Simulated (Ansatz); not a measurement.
The reference is ZnSe in the zinc blende structure (space group F-43m, No. 216).

```xyz
2
Lattice="0.0000 2.8327 2.8327 2.8327 0.0000 2.8327 2.8327 2.8327 0.0000" Properties=species:S:1:pos:R:3 pbc="T T T"
Se     4.2491     4.2491     4.2491
Zn     0.0000     0.0000     0.0000
```

Levels (all Ansatz, a program for electronic structure, PAW): r2SCAN (500 eV, without spin-orbit coupling); HSE06 (420 eV, scalar-relativistic without spin-orbit coupling).

Its gap is 1.87 eV with r2SCAN and 2.42 eV with HSE06.

One thing is altered: a hydrostatic pressure of 3 GPa.

With r2SCAN the gap becomes 2.05 eV.

Problem. If the HSE06 correction stayed the same, what would the HSE06 gap be, and what does the HSE06 run give?

Solution. A rigid correction of +0.55 eV gives 2.60 eV. The HSE06 run gives 2.61 eV, so the two effects roughly add.

Single points use the geometry relaxed with r2SCAN. Load acts through the strain it causes; cell and atoms are relaxed under it. Stability against distortions was not tested. Tetrahedral semiconductors of this kind turn to denser phases somewhere between about 1 and 50 GPa; those were not computed, so compressed cells here can lie past the real transition.
